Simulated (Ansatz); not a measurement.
# What pressure 45 GPa does to WSi2

Base system: WSi2 (space group I4/mmm, No. 139; a = 3.2123 Å, c = 7.8058 Å).

Modification: cell and atoms relaxed at a pressure of 45 GPa.

Calculations: r2SCAN (Ansatz, a quantum-chemistry and plane-wave program; PAW; 500 eV plane waves; no spin-orbit coupling), earlier PAW set. Γ-centred 20×20×20 mesh, Fermi–Dirac width 0.05 eV.

Density: 11.41 g/cm³ (base 9.90 g/cm³)
c/a ratio: 2.461 (base 2.430)
Shortest interatomic distance: 2.489 Å (base 2.578 Å)
Enthalpy H = E + PV relative to the base's energy: +3.49 eV/atom
Band gap: zero (base zero)

Load acts through the strain it causes; cell and atoms are relaxed under it. Whether these cells are dynamically stable was not tested. No other phases were tried under pressure. All final runs are without spin polarisation.
